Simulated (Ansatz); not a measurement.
The parent structure is CdTe in the zinc blende structure (space group F-43m, No. 216; a = 6.489 Å).

Calculations: Kohn–Sham DFT with the PBEsol functional, run in Ansatz (a first-principles code) with PAW and 420 eV plane waves, no spin-orbit coupling.

Base values:

The electron mass is 0.055 mₑ (at Γ), the lattice parameter a is 6.489 Å and the valley order is Γ 0.65 eV; L along ⟨111⟩ 1.73 eV.

Now apply this change: a negative pressure, −2 GPa.

### Question
How does this affect the electron mass?

### Answer
The electron mass becomes 0.044 mₑ (at Γ) (base: 0.055 mₑ (at Γ)).

### Question
What does the calculation give for the lattice parameter a after the change?

### Answer
The lattice parameter a grows by 0.122 Å, from 6.489 Å to 6.611 Å.

### Question
What does the calculation give for the valley order after the change?

### Answer
The valley order (the lowest conduction-band minima on the path, energy above the VBM, named in the base's zone) becomes Γ 0.49 eV; L along ⟨111⟩ 1.68 eV (base: Γ 0.65 eV; L along ⟨111⟩ 1.73 eV).

### Question
What does the calculation give for the mean gap deformation potential ΔEg/Δln V after the change?

### Answer
The mean gap deformation potential ΔEg/Δln V amounts to -2.9 eV.

Spin-orbit coupling, missing from the scalar runs, can matter with Te. Load acts through the strain it causes; cell and atoms are relaxed under it. Masses are band curvatures over ±0.01 Å⁻¹ around the edge. No phonon test of stability was made.
